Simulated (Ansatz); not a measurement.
The reference is InAs in the zinc blende structure (space group F-43m, No. 216; a = 6.109 Å). Axes: x, y, z lie along the cube axes.

Level of theory: Kohn–Sham DFT with the r2SCAN functional, run in Ansatz (a quantum-chemistry and plane-wave program) with PAW and 500 eV plane waves, spin-orbit coupling left out.

Strains are applied to the cell and any free atomic positions relax.

One change was made to it. Results:

The energy grows by 15 meV/atom; the shortest interatomic distance decreases by 0.0448 Å (2.645 Å → 2.601 Å).

Question: Name the change that was made.
A. uniaxial strain ε_zz = −5.58 %
B. isotropic strain +1.45 %
C. uniaxial strain ε_yy = +1.54 %
D. strain tensor (xx, yy, zz, yz, xz, xy) = (−1.85, −2.70, +0.20, −0.47, +1.34, −0.47) %

Answer: D, strain tensor (xx, yy, zz, yz, xz, xy) = (−1.85, −2.70, +0.20, −0.47, +1.34, −0.47) %. For comparison, the energy relative to the base in the other runs: isotropic strain +1.45 % gives +9.0 meV/atom; uniaxial strain ε_yy = +1.54 % gives +1.7 meV/atom; uniaxial strain ε_zz = −5.58 % gives +24 meV/atom.

The mesh was chosen for an insulator and is coarse for the gapless case. Stability against distortions was not tested. The final runs are not spin-polarised.
